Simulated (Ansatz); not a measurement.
What biaxial strain −2.08 %, plane normal [111], relaxed out of plane does to BeSe

The parent structure is BeSe in the zinc blende structure (space group F-43m, No. 216; a = 5.1289 Å). Axes: x, y, z lie along the cube axes.

Perturbation: compressive biaxial strain of 2.08 % in the plane normal to [111], as in epitaxy on a mismatched substrate; the out-of-plane cell vector and the atoms relax.

Computed with Ansatz (a quantum-chemistry and plane-wave program) PBEsol, without spin-orbit coupling. k-mesh 11×11×11 (Γ-centred); smearing 0.05 eV (Fermi–Dirac).

The volume per atom drops by 0.55 Å³ (16.86 Å³ → 16.31 Å³) and the shortest interatomic distance drops by 0.031 Å, from 2.221 Å to 2.190 Å. The energy rises by 9.0 meV/atom and the pressure (mean of the normal stresses, compression positive) goes from zero to 2.85 GPa. The band gap decreases by 0.182 eV, from 2.47 eV to 2.28 eV and the gap character comes out as indirect, Γ → F. The smallest direct gap shrinks by 0.059 eV, from 4.28 eV to 4.23 eV and the valence-band top at Γ (three highest levels, from the VBM) changes from 0.00, 0.00, 0.00 eV to 0.00, 0.00, -0.27 eV. The out-of-plane strain comes out as +0.87 % and the ratio −ε⊥/ε∥ is 0.42. The mean in-plane stress (compression positive) comes out as +4.3 GPa.

Whether these cells are dynamically stable was not tested. k-point labels follow each cell's own Brillouin zone.
